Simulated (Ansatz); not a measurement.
NiAs-type NiSb was calculated with PBE-D4 (PAW; Ansatz, a quantum-chemistry and plane-wave program).

Numerical settings: plane-wave cutoff 520 eV, 18×18×12 k mesh (along the axes of the cell as run), Fermi–Dirac smearing 0.05 eV, no spin polarisation, scalar-relativistic PAW data made under PBE.

Energies at three volumes about the minimum:

| V (Å³/atom) | E − E_lowest (meV/atom) |
|---|---|
| 16.683 | 2.66 |
| 17.023 | 0.00 |
| 17.364 | 2.45 |

### Question
Fit a parabola by hand: where is the minimum, and what is the bulk modulus?

### Answer
Slopes: (0.00 − 2.66)/(17.023 − 16.683) = -7.824 and (2.45 − 0.00)/(17.364 − 17.023) = 7.185 meV/Å³. Curvature E″ = 2 × (7.185 − (-7.824))/(17.364 − 16.683) = 44.079 meV/Å⁶. From the middle of the first interval, the slope vanishes at V0 = 16.8530 − (-7.824)/44.079 = 17.030 Å³/atom. B = V0 E″ = 17.030 × 44.079 meV/Å³ × 0.1602 GPa per meV/Å³ = 120 GPa. The full Birch–Murnaghan fit to all volumes gives V0 = 17.023 Å³/atom and B0 = 120 GPa.

Shape and atoms are relaxed at each volume.

Note: the bulk modulus comes from volumes at which shape and atoms were relaxed.
